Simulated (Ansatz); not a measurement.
Functionals compared on a constructed model of the (111)A surface of 3C silicon carbide, Si-terminated, (√3x√3)R30° C adatom at H3 (bottom of the slab: 3 H on 3 bottom sites), in Ansatz (plane waves, PAW). The structure was relaxed with PBE; the other rows are single points on it. Cutoff 420 eV (500 eV for r2SCAN).

Set-up: 28 atoms, 10.2 Å thick at the start with caps and adatoms (thin: gaps and levels are the slab's own); mesh 6x6x1; 0.025 eV smearing; dipole correction on; 6 atoms held, the rest relaxed; held to the start's symmetry, so lower structures may exist; spin-polarised, ending with about 1.0 μB a cell; orders that need a larger cell were not tried, no spin-orbit, no U. In PBE it lies 0.05 eV a 1x1 cell over the lowest computed structure of the same composition ((√3x√3)R30° C adatom at T4). These notes are the PBE run's. r2SCAN: The program's check for a lower electronic state was not made.

```json
[
 {"functional": "PBE", "gap of the slab on its k-mesh (eV)": "0.52", "highest filled level below the top vacuum level (eV)": "5.64", "magnetic moment of the cell (μB)": "1.00", "rough cost of the single point": "–"},
 {"functional": "r2SCAN", "gap of the slab on its k-mesh (eV)": "___", "highest filled level below the top vacuum level (eV)": "___", "magnetic moment of the cell (μB)": "1.00", "rough cost of the single point": "very roughly 2.4 core-minutes"}
]
```

**Question.** Some entries are withheld; supply them.

**Answer.** 
- r2SCAN, gap of the slab on its k-mesh (eV): 1.24
- r2SCAN, highest filled level below the top vacuum level (eV): 5.91

Ansatz is an electronic-structure program.
